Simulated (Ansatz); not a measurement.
## Response to strain in InAs

Take InAs in the zinc blende structure (space group F-43m, No. 216) as the base.

Space group F-43m (No. 216); a = b = c = 6.108 Å, α = β = γ = 90.00°

```
atom  site  symmetry       x       y       z
----  ----  --------  ------  ------  ------
As      4c      -43m  0.2500  0.2500  0.2500
In      4a      -43m  0.0000  0.0000  0.0000
```
(The calculation used a cell of 2 atoms; values per cell refer to that cell.)

Strains are applied to the cell and any free atomic positions relax.

Computed with Ansatz (a quantum-chemistry and plane-wave program) r2SCAN, no SOC, earlier PAW set.

Computed cases, in order: the unstrained base; isotropic strain +1.74 %; isotropic strain +2.79 %; isotropic strain +4.47 %.

Q: Between which two neighbouring cases does the band gap open or close?

A: Between the unstrained base (0.08 eV) and isotropic strain +1.74 % (zero). The whole series: the unstrained base: 0.08 eV; isotropic strain +1.74 %: zero; isotropic strain +2.79 %: zero; isotropic strain +4.47 %: zero.

The mesh was chosen for an insulator and is coarse for the gapless case. Whether these cells are dynamically stable was not tested. The final runs are not spin-polarised. A zero or small gap of InAs can be the functional's error rather than a property of the material.
